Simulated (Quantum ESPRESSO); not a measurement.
Quantum ESPRESSO is run on a sheet of SnO (4 atoms in the cell), and the run fails. The aim is a self-consistent single point with DFT, PBE, plane waves, PseudoDojo standard norm-conserving (PBE) pseudopotentials.

Cell that was meant: a = 3.7290 Å, b = 3.7290 Å, c = 16.2254 Å, α = 90.00°, β = 90.00°, γ = 90.00°.

Part of the input:

```fortran
Sn    0.50000000    0.00000000    0.56857600
Sn    0.00000000    0.50000000    0.43142400
O     0.00000000    0.00000000    0.50000000
O1     0.50000000    0.50000000    0.50000000
K_POINTS {automatic}
5 5 1  0 0 0
```

Output, abridged:

```
     This program is part of the open-source Quantum ESPRESSO suite
     for quantum simulation of materials; please cite

 %%%%%%%%%%%%%%%%%%%%%%%%%%%%%%%%%%%%%%%%%%%%%%%%%%%%%%%%%%%%%%%%%%%%%%%%%%%%%%
     Error in routine read_cards (4):
     species O1 in ATOMIC_POSITIONS is nonexistent
 %%%%%%%%%%%%%%%%%%%%%%%%%%%%%%%%%%%%%%%%%%%%%%%%%%%%%%%%%%%%%%%%%%%%%%%%%%%%%%

     stopping ...
```

Question: From the messages shown, name the fault and mend the input.

Answer: The fault is an atom label that is not in the list of species. Labels in the positions must match the species card. To fix it, correct the label. The program stopped before any SCF iteration.

The sound input it was made from differs as follows (other fixes are possible):
```diff
-O1     0.50000000    0.50000000    0.50000000
+O     0.50000000    0.50000000    0.50000000
```

With that input, the run converged in 16 iterations: free energy E − TS -5190.8334 eV; top of the valence band (on the code's own zero) -0.96 eV; gap on the k-point mesh 3.04 eV; pressure averaged over the cell with its vacuum 3.51 GPa; largest force (vector length) 2.060 eV/Å (DFT, PBE, plane waves, PseudoDojo standard norm-conserving (PBE) pseudopotentials).

On the sound input: the starting cell was generated: these elements placed on a structure prototype, without a prior relaxation; it need not be a known phase or ordering of this composition. Forces in this geometry exceed 1 eV/Å.
